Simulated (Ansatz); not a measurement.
Level of theory: PBE (plane waves to 420 eV, PAW; Ansatz, a quantum-chemistry and plane-wave program).

Plane-averaged electrostatic potential energy along the normal, in eV from the Fermi level, for a constructed model of the (110) surface of bcc Nb, a cell of two sites (a+b, b-a) surface alloy, Zn on one Nb site of the top plane (bottom of the slab: a bare face, its two planes held):

(z (Å), V (eV)): (3.79, 4.53); (4.08, 4.53); (4.38, 4.52); (4.67, 4.51); (4.96, 4.49); (5.25, 4.46); (5.54, 4.38); (5.83, 4.24); (6.12, 3.96); (6.42, 3.44); (6.71, 2.47); (7.00, 0.69); (7.29, -2.84); (7.58, -9.75); (7.88, -17.62); (8.17, -21.61); (8.46, -19.16); (8.75, -11.77); (9.04, -4.22); (9.33, -1.07); (9.62, -2.60); (9.92, -8.98); (10.21, -17.04); (10.50, -21.39); (10.79, -19.23); (11.08, -11.97); (11.38, -4.41); (11.67, -1.16); (11.96, -2.56); (12.25, -8.80); (12.54, -16.85); (12.83, -21.31); (13.12, -19.31); (13.42, -12.14); (13.71, -4.55); (14.00, -1.20); (14.29, -2.50); (14.58, -8.63); (14.88, -16.70); (15.17, -21.31); (15.46, -19.46); (15.75, -12.37); (16.04, -4.76); (16.33, -1.38); (16.62, -2.79); (16.92, -9.02); (17.21, -16.99); (17.50, -21.40); (17.79, -19.39); (18.08, -12.34); (18.38, -5.03); (18.67, -2.13); (18.96, -4.64); (19.25, -10.63); (19.54, -15.38); (19.83, -15.68); (20.12, -11.27); (20.42, -4.89); (20.71, -0.05); (21.00, 2.00); (21.29, 3.04); (21.58, 3.57); (21.88, 3.84); (22.17, 3.98); (22.46, 4.05); (22.75, 4.08); (23.04, 4.10); (23.33, 4.11); (23.62, 4.11); (23.92, 4.12); (24.21, 4.12)

Slab: 12 atoms, 11.6 Å thick at the start; k 11x8x1, smearing 0.1 eV, dipole-corrected; 4 atoms held, the rest relaxed; start symmetry kept, larger cells not searched; no spin, no spin-orbit, no U. It is one candidate, not shown to be the stable structure of the face.

Q: The surface cell has an area of 15.50 Å². What dipole along the normal does the step between the two vacuum levels imply?

A: the top vacuum level lies 0.42 eV below the bottom one; p = −ε₀ A ΔV (ε₀ = 0.005526 e/(V·Å)) gives 0.04 e·Å a cell.
